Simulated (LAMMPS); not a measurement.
MD of Pd (fcc) with 75 % of Pd sites Pt at zero pressure over temperature, 4000 atoms; each row names its start.

Computed with classical MD, pair style eam, the elements' _u3.eam files (universal-3 set of Foiles, Baskes and Daw); code LAMMPS.

```tsv
T (K), start	state	volume	enthalpy	first peak of g(r), Pd-Pt	coordination number of Pd by Pt	D(Pd)	D(Pt)
300, crystal	crystal; no diffusion seen in 30 ps	15.0661 ± 0.0001 Å³/atom	-5.2187 ± 0.0001 eV/atom	2.77 Å, height 8.0	9.1 (counted to 3.34 Å)	-	-
1390, crystal	crystal; no diffusion seen in 30 ps	15.5869 ± 0.0005 Å³/atom	-4.9087 ± 0.0003 eV/atom	2.75 Å, height 3.5	9.2 (counted to 3.46 Å)	-	-
1890, melt	liquid	16.422 ± 0.002 Å³/atom	-4.6112 ± 0.0006 eV/atom	2.68 Å, height 2.4	9.9 (counted to 3.78 Å)	(4.02 ± 0.07) × 10^-5 cm²/s	(4.01 ± 0.07) × 10^-5 cm²/s
2290, melt	liquid	16.785 ± 0.002 Å³/atom	-4.4817 ± 0.0006 eV/atom	2.67 Å, height 2.2	9.7 (counted to 3.78 Å)	(6.6 ± 0.2) × 10^-5 cm²/s	(6.2 ± 0.2) × 10^-5 cm²/s
2780, melt	liquid	17.252 ± 0.001 Å³/atom	-4.3281 ± 0.0002 eV/atom	2.66 Å, height 2.0	9.5 (counted to 3.78 Å)	(1.02 ± 0.03) × 10^-4 cm²/s	(9.94 ± 0.05) × 10^-5 cm²/s
```

Caution (rows 300, crystal; 1390, crystal): the random arrangement on this lattice is imposed, and need not be a phase that exists in equilibrium.

Caution (rows 1390, crystal; 1890, melt; 2290, melt; 2780, melt): a run this short can hold a crystal over, or a liquid under, the potential's own melting point, which these runs don't give.

States go by the mean squared displacement: a species diffuses where it passes 1.5 Å², still rises and gives D over 1e-6 cm²/s; a crystal has left its structure where atoms lie 0.35 Å off their sites on average or a cubic box changes its shape by 3 %, or the axial ratios of another lie 8 % off the starting cell's, which the potential's own relaxation can also do.

Errors of D are the spread over four groups of atoms in one short run; a floor of about 5 %, a picked value, is safer.

Errors shown are sampling errors alone.
